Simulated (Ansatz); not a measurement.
The parent structure is Ca in the fcc (Cu type) structure (space group Fm-3m, No. 225; a = 5.456 Å; relaxed with 0.1 eV smearing).

The values are results of PBEsol (Ansatz, a program for electronic structure; PAW; 420 eV plane waves; without spin-orbit coupling), not measurements.

Before the change:

The pressure is 0.0 GPa. The band gap is zero.

Now apply this change: the cell is scaled by 0.9750 in all directions; the atoms relax in the strained cell.

### Question
How does this affect the pressure, energy relative to the base and band gap?

### Answer
The pressure goes from zero to 1.6 GPa; the energy increases by 14 meV/atom; the band gap remains zero.

Stability against distortions was not tested.
